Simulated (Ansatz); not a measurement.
The structure below was relaxed with Kohn–Sham DFT with the r2SCAN functional, run in Ansatz (a first-principles code) with PAW and 500 eV plane waves, no spin-orbit coupling, at pressure −2 GPa.

```
Cu
1.0
    0.00000     1.79589     1.79589
    1.79589     0.00000     1.79589
    1.79589     1.79589     0.00000
Cu
1
Direct
  0.00000   0.00000   0.00000
```

### Question
Find the space group and the Wyckoff positions.

### Answer
Space group Fm-3m (No. 225); a = b = c = 3.592 Å, α = β = γ = 90.00°

```json
[
 {"atom": "Cu", "site": "4a", "symmetry": "m-3m", "x": "0.0000", "y": "0.0000", "z": "0.0000"}
]
```

### Question
Describe the coordination.

### Answer
The crystal has 4 atoms in its conventional cell. Cell: a = 3.592 Å, b = 3.592 Å, c = 3.592 Å, α = 90.00°, β = 90.00°, γ = 90.00°. Cu sees 12 Cu at 2.540 Å (cuboctahedral). (Neighbours: up to the widest gap in distance over summed covalent radii, below 1.35, at either atom.)

Load acts through the strain it causes; cell and atoms are relaxed under it. No phonon test of stability was made. All final runs are without spin polarisation. The cell was made from Cu in the fcc (Cu type) structure (space group Fm-3m, No. 225) by this change: pressure −2 GPa.
